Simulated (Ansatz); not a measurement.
Base system: MgO in the rock salt structure (space group Fm-3m, No. 225; a = 4.208 Å). Axes: x, y, z lie along the cube axes.

Structures relaxed with r2SCAN in Ansatz (plane waves to 500 eV, PAW, no SOC), earlier PAW set.

Base:

Simulated powder pattern, Cu Kα1, λ = 1.54056 Å (kinematic, ideal powder, no thermal factors, no anomalous dispersion; the 10 strongest lines at most, above 2 %, up to 2θ = 90°):

| 2θ (°) | I/Imax (%) | hkl |
|---|---|---|
| 36.97 | 10 | (111) |
| 42.96 | 100 | (200) |
| 62.37 | 56 | (220) |
| 74.77 | 7.0 | (311) |
| 78.72 | 17 | (222) |

After one change:

Simulated powder pattern, Cu Kα1, λ = 1.54056 Å (kinematic, ideal powder, no thermal factors, no anomalous dispersion; the 10 strongest lines at most, above 2 %, up to 2θ = 90°):

```
2θ (°)  I/Imax (%)
------  ----------
36.59          2.8
38.00          7.9
43.76          100
62.64           29
64.56           26
76.55          3.5
77.78          4.6
81.26           12
```

Problem. Which of these changes matches the shifts?
(A) isotropic strain −0.63 %
(B) biaxial strain −3.04 %, plane normal [111], relaxed out of plane
(C) biaxial strain −0.14 %, plane normal [111], relaxed out of plane
(D) uniaxial strain ε_yy = −0.16 %

Solution. B, biaxial strain −3.04 %, plane normal [111], relaxed out of plane. Its volume per atom is 8.84 Å³ against 9.31 Å³, and its space group is R-3m (No. 166).

Stability against distortions was not tested.

Ansatz is an electronic-structure program.
